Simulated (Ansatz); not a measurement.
BN (model structure, started from the MgO type, Pm-3n, No. 223, 12 atoms in the cell) was calculated with r²SCAN+rVV10 (Ansatz, an electronic-structure program, PAW).

Numerical settings: plane-wave cutoff 560 eV, 8×8×8 k mesh, Fermi–Dirac smearing 0.01 eV, scalar-relativistic PAW data made under PBE.

Cell (relaxed at this level):

```cif
data_B6N6
_chemical_formula_sum 'B6 N6'
_space_group_name_H-M_alt 'Pm-3n'
_space_group_IT_number 223
_space_group_name_Hall '-P 4n 2 3'
_cell_length_a 4.41666
_cell_length_b 4.41666
_cell_length_c 4.41666
_cell_angle_alpha 90.000
_cell_angle_beta 90.000
_cell_angle_gamma 90.000
loop_
_atom_site_label
_atom_site_type_symbol
_atom_site_symmetry_multiplicity
_atom_site_Wyckoff_symbol
_atom_site_fract_x
_atom_site_fract_y
_atom_site_fract_z
_atom_site_occupancy
B1 B 6 c 0.00000 0.50000 0.25000 1
N1 N 6 d 0.00000 0.25000 0.50000 1
```

Question: What does this level give for the band gap and direct gap at Γ?

Answer: 
* **band gap**: 4.65 eV (on the SCF k mesh)
* **direct gap at Γ**: 6.14 eV

Note: the relaxation could raise the start's symmetry but not lower it, so the cell can be a saddle point.

Static lattice: no zero-point or thermal effects.

Cost on a shared machine: roughly 2.5 core-minutes.

A model structure was made by putting elements into a prototype or built by hand; it is no filed structure, need not be a known phase, and can be a saddle point held by its symmetry.
